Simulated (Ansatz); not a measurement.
Base system: Te (space group P3_121, No. 152; made of chains).

```yaml
crystal:
  lattice:
    - [4.62412, 0.00000, 0.00000]
    - [-2.31206, 4.00460, 0.00000]
    - [0.00000, 0.00000, 5.90339]
  atoms:
    - { symbol: Te, position: [0.25335, 0.00000, 0.33333] }
    - { symbol: Te, position: [0.00000, 0.25335, 0.66667] }
    - { symbol: Te, position: [0.74665, 0.74665, 0.00000] }
```

Cartesian axes are those of the cell as printed.

All numbers come from r2SCAN, PAW, 500 eV (Ansatz, an electronic-structure program; no SOC).

Perturbation: uniaxial strain ε_xx = +4.48 %, all other strain components held at zero; the atoms relax in the strained cell.

Predict the stress tensor and what it implies for the stiffness.

Stress of the strained cell less that of the base (GPa, compression positive):
```
  -0.66    0.00    0.00
   0.00   -0.19   -0.30
   0.00   -0.30   -0.61
```

Then −Δσ_ii/ε with ε = 0.0448 gives secant stiffness values (nonlinear terms included at this strain): C11 ≈ 15 GPa and C13 ≈ 14 GPa.

Stability against distortions was not tested. No dispersion term is included, though the crystal is made of layers, chains or molecules, so its spacings can come out too wide.
